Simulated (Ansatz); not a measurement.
# Pressure series in WSe2

Consider WSe₂ in the 2H-MoS2 type structure (space group P6_3/mmc, No. 194; a = 3.279 Å, c = 12.786 Å; layered, stacked along the Cartesian z axis).

Cell and atoms are relaxed at each pressure.

Calculations: PBE-D3(BJ) (Ansatz, an electronic-structure program), no SOC.

```tsv
P (GPa)	V (Å³/atom)
-2.00	21.046
-0.99	20.312
0.30	19.730
0.70	19.581
1.50	19.322
3.02	18.912
5.00	18.466
7.49	18.003
10.00	17.613
```

Problem. Fit a third-order Birch–Murnaghan equation of state.

Solution. Least squares on P(V) = (3B₀/2)[(V₀/V)^(7/3) − (V₀/V)^(5/3)]·[1 + (3/4)(B₀′ − 4)((V₀/V)^(2/3) − 1)] gives V₀ = 19.86 Å³/atom, B₀ = 48 GPa and B₀′ = 9.9.

Between the base and pressure 5 GPa the gap moves from 0.87 eV to 0.63 eV, a mean slope of -49 meV/GPa.

With W present, leaving out spin-orbit coupling can change the band edges. Load acts through the strain it causes; cell and atoms are relaxed under it. Whether these cells are dynamically stable was not tested. Competing high-pressure phases were not computed.
